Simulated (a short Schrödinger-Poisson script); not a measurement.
From a short Schrödinger-Poisson script (our own, NumPy): one-band effective-mass equation with BenDaniel-Duke matching, electrons, heavy and light holes apart, hard walls at the outer ends, one valence edge for both holes (no strain splitting), no charge, excitons, band mixing or non-parabolicity; under a field the levels are quasi-bound states of a box, listed while three quarters of their weight lies within 4 nm of the wells.

System: coupled double CdTe/Cd0.9Zn0.1Te quantum well.

| layer | material | thickness (nm) |
|---|---|---|
| 1 | Cd0.9Zn0.1Te | 20 |
| 2 | CdTe | 20 |
| 3 | Cd0.9Zn0.1Te | 1 |
| 4 | CdTe | 12 |
| 5 | Cd0.9Zn0.1Te | 20 |

The device is made up for the run: typed textbook-type constants, with dimensions and the other settings drawn at random. CdTe: direct gap (eV) 1.5, conduction-band edge (eV) 0, electron mass (mₑ) 0.096, heavy-hole mass 0.6, light-hole mass 0.12. Cd0.9Zn0.1Te: direct gap (eV) 1.56, conduction-band edge (eV) 0.048, electron mass (mₑ) 0.1, heavy-hole mass 0.6, light-hole mass 0.13.

The valence-band edge of each layer lies one gap below its conduction-band edge. The electron's potential energy rises along the stack by the applied field. Mesh 0.03 nm at interfaces.

Gate and field steps stay those of the base.

One input was changed, with this effect: shift of e1-hh1 at 2.1 kV/cm -1.9 → -2.1 meV; e1 above the well's band edge little changed (4.4 meV); hh1 − lh1 1.3 → 1.0 meV; e2 − e1 little changed (7.0 meV).

Which change was it?
A) width of the first well 20 → 16 nm
B) conduction-band offset 0.048 → 0.053 eV
C) heavy-hole mass in both wells 0.6 → 0.78 mₑ

B, conduction-band offset 0.048 → 0.053 eV

Excitons are left out, and strain enters only through the typed gaps and offsets, so measured lines lie elsewhere.
